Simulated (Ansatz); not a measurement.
The reference is InP in the zinc blende structure (space group F-43m, No. 216; a = 5.8784 Å).

Modification: cell and atoms relaxed at a pressure of 2.1 GPa.

The values are results of Ansatz (a first-principles code), PBEsol, PAW, cutoff 420 eV, without spin-orbit coupling, not measurements.

Base, band edges from the VBM (valence, conduction): X -2.32, 1.65; W -2.92, 4.19; L -0.97, 1.38; Γ 0.00, 0.57; K -1.94, 2.25; U -1.94, 2.25 eV.

Task: Give the band edges at the high-symmetry points of the new zone, measured from its valence-band maximum.

Result: 
```
point  valence edge (eV)  conduction edge (eV)
-----  -----------------  --------------------
Γ                   0.00                  0.73
X                  -2.42                  1.60
U                  -2.02                  2.24
K                  -2.02                  2.24
L                  -1.02                  1.45
W                  -3.06                  4.20
```

The gap is 0.73 eV, direct at Γ.

Load acts through the strain it causes; cell and atoms are relaxed under it. Stability against distortions was not tested. Tetrahedral semiconductors of this kind turn to denser phases somewhere between about 1 and 50 GPa; those were not computed, so compressed cells here can lie past the real transition.
